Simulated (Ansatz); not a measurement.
## Seebeck coefficient of heavily doped n-type GaN (P6_3mc)

GaN (P6_3mc), n-type; conventional cell a = 3.1826 Å, b = 3.1826 Å, c = 5.1854 Å, α = 90.00°, β = 90.00°, γ = 120.00°. Computed with r2SCAN with spin-orbit coupling, rigid bands (plane waves, PAW; Ansatz, an electronic-structure program). Geometry: cell and atoms relaxed with PBEsol. Sums run over bands interpolated from the self-consistent mesh; computed gap 2.35 eV. |S| is the size of the Seebeck coefficient, averaged over directions. Temperature 300 K; every row lies over 1.5 times the effective density of states N_c. For a degenerate gas in one parabolic band with a constant relaxation time, |S| = π²k_B²T·m*/(eħ²(3π²n)^(2/3)), a line through zero in x = (n/10¹⁹ cm⁻³)^(-2/3) with slope 650 μV/K × m*/mₑ.

| electron density (cm⁻³) | x | |S| (μV/K) |
|---|---|---|
| 1e19 | 1.000 | ? |
| 3e19 | 0.481 | 59 |
| 1e20 | 0.215 | 29 |
| 3e20 | 0.104 | 16 |
| 1e21 | 0.046 | 9 |

Fit |S| of the 4 rows that show it with a straight line. With u = x - 0.21, the rows have u = 0.27100, 0.00500, -0.10600, -0.16400. Means: u 0.0015000, |S| 28.2. About the means, the sum of products is 12.793 and the sum of squares of u is 0.11159; the slope is their ratio. Least squares gives |S| = 28.1 + 114.6·u. Residuals (row less fit): -0.2, 0.3, 0.0, -0.3; standard error 0.3 (degrees of freedom: 2). The slope gives m* ≈ 114.6/650 = 0.176 mₑ, and the line's value at x = 0 is 4 μV/K, where the simple form has zero.

Question: Estimate the missing |S| (x = 1.000); what did the run itself give?

Answer: u = 0.79000, so |S| = 28.1 + 114.6 × 0.79000 = 118.6 μV/K. The calculation gives 111 μV/K, 7.6 μV/K below the prediction (7.5 % of the range of |S| in the table). The row lies outside the fitted rows, so this is an extrapolation. From the scatter of the fitted rows alone, a prediction at this place has a standard error of 0.9 μV/K, so the miss is 8.6 times that.

 The withheld row is the least degenerate, at 4.7 times N_c. From the dilute limit the run's density-of-states mass is 0.193 mₑ. Within a few times N_c even one parabolic band lies under the degenerate line, which lowers the slope and lifts the intercept; non-parabolic bands and further valleys enter both too. Series that bend far from a line aren't tabulated. Rigid bands with a gap fixed in temperature, one relaxation time for all states and one kind of carrier; polarons and phonon drag are left out, and so is whether such doping can be reached.
